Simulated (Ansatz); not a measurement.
Cells marked so need not be the phases stable at ambient conditions, and some may be hypothetical.

By PBEsol, each system below comes out a metal.

G/A = (e²/h) × open channels of both spins per area, as a mean over 0.1 eV about the Fermi level, without spin-orbit coupling, for the cells as given.

A. CoSi2 (Fm-3m, 3 atoms a cell, 12.5 Å³ an atom), current normal to (110)
B. TiRh$_{3}$ (Pm-3m, Cu3Au type, not sure to be the ambient phase, 4 atoms a cell, 14.0 Å³ an atom, -5 GPa at this level), current normal to (110)
C. Ti3AlC (Pm-3m, anti-perovskite, not sure to be the ambient phase, 5 atoms a cell, 14.5 Å³ an atom, -3 GPa at this level), current normal to (111)
D. SiP₂ (Pa-3, not sure to be the ambient phase, 12 atoms a cell, 15.6 Å³ an atom), current normal to (001)

Question: Order them by ballistic conductance per area (highest first) at the level Ansatz (an electronic-structure program) with PBEsol.

Answer: B (1.1 × 10¹⁵ S/m²), A (0.80 × 10¹⁵ S/m²), C (0.45 × 10¹⁵ S/m²), D (0.25 × 10¹⁵ S/m²)
